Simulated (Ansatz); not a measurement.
## AlN: isotropic strain +1.20 %

Start from AlN in the wurtzite structure (space group P6_3mc, No. 186; a = 3.130 Å, c = 5.018 Å).

The change: every lattice vector is stretched by 1.20 %; the atoms relax in the strained cell.

Level of theory: Kohn–Sham DFT with the PBE functional, run in Ansatz (a quantum-chemistry and plane-wave program) with PAW and 420 eV plane waves, scalar-relativistic without spin-orbit coupling. Settings: 12×12×7 k-points, 0.05 eV Fermi–Dirac smearing.

| quantity | base | changed | shift |
|---|---|---|---|
| space group | P6_3mc (No. 186) | P6_3mc (No. 186) | – |
| shortest interatomic distance | 190.2 pm | 192.6 pm | +2.32 pm |
| energy relative to the base (free energy F) | 0 meV/atom | +8.0 meV/atom | +8.0 meV/atom |
| band gap | 4.03 eV | 3.73 eV | -0.30 eV |
| gap character | direct at Γ | direct at Γ | – |
| mean gap deformation potential ΔEg/Δln V | – | -8.5 eV | – |
| width of the top valence band | 2.34 eV | 2.28 eV | -0.06 eV |
| electron mass | – | 0.27 mₑ along c, 0.28 mₑ across (at Γ) | – |
| valence-band top at Γ (three highest levels, from the VBM) | 0.00, -0.20, -0.20 eV | 0.00, -0.19, -0.19 eV | – |

Masses are band curvatures over ±0.01 Å⁻¹ around the edge. No phonon test of stability was made.
